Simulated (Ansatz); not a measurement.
Rutile MgH₂ was calculated with LDA (plane waves, PAW; Ansatz, a program for electronic structure).

Run with plane-wave cutoff 520 eV, 8×8×12 k mesh (along the axes of the cell as run), Fermi–Dirac smearing 0.01 eV, scalar-relativistic PAW data made under PBE.

Energies at three volumes about the minimum:

```tsv
V (Å³/atom)	E − E_lowest (meV/atom)
9.523	0.66
9.717	0.00
9.912	0.63
```

**Question.** Fit a parabola by hand: where is the minimum, and what is the bulk modulus?

**Answer.** Slopes: (0.00 − 0.66)/(9.717 − 9.523) = -3.402 and (0.63 − 0.00)/(9.912 − 9.717) = 3.231 meV/Å³. Curvature E″ = 2 × (3.231 − (-3.402))/(9.912 − 9.523) = 34.103 meV/Å⁶. From the middle of the first interval, the slope vanishes at V0 = 9.6200 − (-3.402)/34.103 = 9.720 Å³/atom. B = V0 E″ = 9.720 × 34.103 meV/Å³ × 0.1602 GPa per meV/Å³ = 53.1 GPa. The full Birch–Murnaghan fit to all volumes gives V0 = 9.717 Å³/atom and B0 = 53.1 GPa.

Shape and atoms are relaxed at each volume.

Measured, for comparison: bulk modulus 49 ± 2 GPa (room temperature, not corrected to a static lattice, measured on MgD2; as tabulated in abstract on rutile-type MgD2 by neutron diffraction to 9.3 GPa, listed at scite); equilibrium volume per atom 10.27 Å³/atom (temperature not stated, not corrected to a static lattice; as tabulated in Ellinger et al., J. Am. Chem. Soc. 77, 2647 (1955) (COD 4124639)). Computed less measured: bulk modulus +8 % (against room or unstated temperature, where such soft solids are markedly softer), equilibrium volume per atom -5.4 %.
